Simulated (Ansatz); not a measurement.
We consider SiO₂ (P4₁2₁2, No. 92), described by PBE0 (Ansatz, a first-principles code, plane waves, PAW).

Settings: plane-wave cutoff 460 eV, 6×6×4 k mesh (along the axes of the cell as run), Fermi–Dirac smearing 0.01 eV, scalar-relativistic PAW data made under PBE.

Cell (measured lattice):

Space group P4₁2₁2 (No. 92); a = b = 4.957 Å, c = 6.890 Å, α = β = γ = 90.00°

| atom | site | symmetry | x | y | z |
|---|---|---|---|---|---|
| Si | 4a | ..2 | 0.3047 | 0.3047 | 0.0000 |
| O | 8b | 1 | 0.2381 | 0.1109 | 0.1826 |

Estimate the band gap that the calculation returns.


* **band gap**: 8.33 eV (on the SCF k mesh) (direct)

Note: cell and atoms aren't relaxed at this level (largest force component 0.31 eV/Å, pressure 1.3 GPa).

Static lattice: no zero-point or thermal effects.

The result took about 5 core-minutes (a rough figure).
